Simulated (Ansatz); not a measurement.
Take MoS2 (space group P6_3/mmc, No. 194; a = 3.1493 Å, c = 12.0895 Å; layered, stacked along the Cartesian z axis) as the base.

Computed with plane-wave PAW DFT at the PBE-D3(BJ) level (Ansatz, an electronic-structure program, 420 eV), spin-orbit coupling left out.

Before the change:

The valence-band top at Γ is 0.00, -1.11, -1.29 eV.

Now apply this change: cell and atoms relaxed at a pressure of 3 GPa.

What happens to the valence-band top at Γ and mean gap deformation potential ΔEg/Δln V?

The valence-band top at Γ (three highest levels, from the VBM) goes from 0.00, -1.11, -1.29 eV to 0.00, -0.94, -1.52 eV; the mean gap deformation potential ΔEg/Δln V amounts to +4.2 eV.

Load acts through the strain it causes; cell and atoms are relaxed under it. Whether these cells are dynamically stable was not tested.
